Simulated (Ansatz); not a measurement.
Cubic perovskite KZnF3

Computed with PBEsol (PAW; Ansatz, a first-principles code).

Run with plane-wave cutoff 520 eV, 8×8×8 k mesh, Fermi–Dirac smearing 0.01 eV, scalar-relativistic PAW data made under PBE.

Cell: measured lattice: a = b = c = 4.055 Å, α = β = γ = 90.00°.

```yaml
band_gap: 3.71 eV (indirect)
smallest_direct_gap_on_the_k_points_sampled: 5.51 eV
```

Note: cell and atoms aren't relaxed at this level.

Computed values are for the static lattice.

The result took around 11 core-seconds (rough).
